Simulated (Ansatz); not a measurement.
Here is the system:

```
TiB2
1.0
    3.03883     0.00000     0.00000
   -1.51941     2.63170     0.00000
    0.00000     0.00000     3.20693
Ti B
1 2
Direct
  0.00000   0.00000   0.00000
  0.66667   0.33333   0.50000
  0.33333   0.66667   0.50000
```

No spin polarisation.

Level of theory: Kohn–Sham DFT with the LDA functional, run in Ansatz (a program for electronic structure) with PAW and 420 eV plane waves, no SOC. Settings: 13×13×10 k-points, 0.05 eV Fermi–Dirac smearing.

Task: Predict the band gap and pressure.

Result: 
- Band gap = zero
- Pressure (mean of the normal stresses, compression positive) = -11.5 GPa

The mesh was chosen for an insulator and is coarse for the gapless case. The cells carry an imposed strain or load. Whether these cells are dynamically stable was not tested. All final runs are without spin polarisation. The cell was made from TiB₂ (space group P6/mmm, No. 191) by this change: isotropic strain +1.50 %.
